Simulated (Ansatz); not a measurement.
## MgS: energy against volume

MgS (rock salt, Fm-3m, 17.607 Å³/atom and stress up to 0.01 GPa in the relaxed cell, cube axes along x, y and z) under an equal strain ε along all three axes. r2SCAN in Ansatz, a plane-wave DFT program (PAW, default set), 500 eV, 11×11×11 Γ-centred mesh, Fermi-Dirac smearing 0.05 eV; ions are relaxed, or left where forces stay under 0.02 eV/Å, within the symmetry of each cell.

Here V stands for volume and E for E less E0.

```
volume (Å³/atom)  E less E0 (meV/atom)  pressure (GPa)
----------------  --------------------  --------------
16.5714                          16.79            5.47
16.8263                           9.30            3.97
17.0838                           4.07            2.56
17.3440                           1.00            1.24
17.6068                           0.00            0.00
17.8722                           0.97           -1.16
18.1403                           3.82           -2.24
18.4110                           8.48           -3.25
18.6845                          14.85           -4.20
19.2394                              ?               ?
```

Fit E of the 9 rows that show it with the third-order Birch-Murnaghan form, a cubic in V^(-2/3). With u = V^(-2/3) - 0.148, the rows have u = 0.005849, 0.004291, 0.002757, 0.001245, -0.000244, -0.001710, -0.003155, -0.004578, -0.005981. Least squares gives E = 0.026 + 220.9·u + 451828·u² + 77950·u³. Residuals (row less fit): -0.001, 0.001, -0.001, -0.002, 0.001, 0.001, -0.004, 0.003, -0.001; standard error 0.003 (degrees of freedom: 5). Its minimum lies at u = -0.000244, so V0 = (0.147756)^(-3/2) = 17.61. There d²E/du² = 903500 and d³E/du³ = 467700, so B0 = (4/9) × 17.61^(-7/3) × 903500 × 0.160218 = 79.8 GPa (the last factor turns the table's units into GPa), and B0' = 4 + (2/3) × 0.147756 × (467700)/903500 = 4.1. B0' rests on the cubic coefficient alone and has a standard error of 0.1 from these residuals.

Question: Estimate the missing E (V = 19.2394); what did the run itself give?

Answer: u = -0.008725, so E = 0.026 + 220.9 × (-0.008725) + 451828 × (-0.008725)² + 77950 × (-0.008725)³ = 32.443 meV/atom. The calculation gives 32.45 meV/atom, 0.007 meV/atom above the prediction (0.0 % of the range of E in the table). The row lies outside the fitted rows, so this is an extrapolation. The scatter of the fitted rows lies at the last printed digit.

Other structures, which can take over under pressure, weren't tried. The same form fitted to the pressure column gives B0' = 4.0; series where the two differ by over 0.4 aren't shown. Rows are the converged runs of the series near zero and its far end, less any whose ions stayed unrelaxed beside relaxed ones; series whose fitted rows scatter by over a few per cent of the range, as at a crossing or softening among them, aren't shown in this form.
